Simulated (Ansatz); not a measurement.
Start from Ir in the fcc (Cu type) structure (space group Fm-3m, No. 225; a = 3.8118 Å; relaxed with 0.1 eV smearing). Axes: x, y, z lie along the cube axes.

Method: plane-wave PAW DFT at the LDA level (Ansatz, a program for electronic structure, 420 eV), no spin-orbit coupling.

Before the change:

Volume per atom: 13.85 Å³
Pressure: 0.0 GPa

Perturbation: biaxial strain −3.00 %, plane normal [001], relaxed out of plane (Cartesian); in-plane vectors clamped, the third vector and the atoms free.

Question: How does this affect the energy relative to the base, volume per atom and pressure?

Answer: The energy rises by 62 meV/atom; the volume per atom shrinks by 0.49 Å³ to 13.36 Å³; the pressure (mean of the normal stresses, compression positive) goes from zero to 16.7 GPa.

Stability against distortions was not tested. All final runs are without spin polarisation.
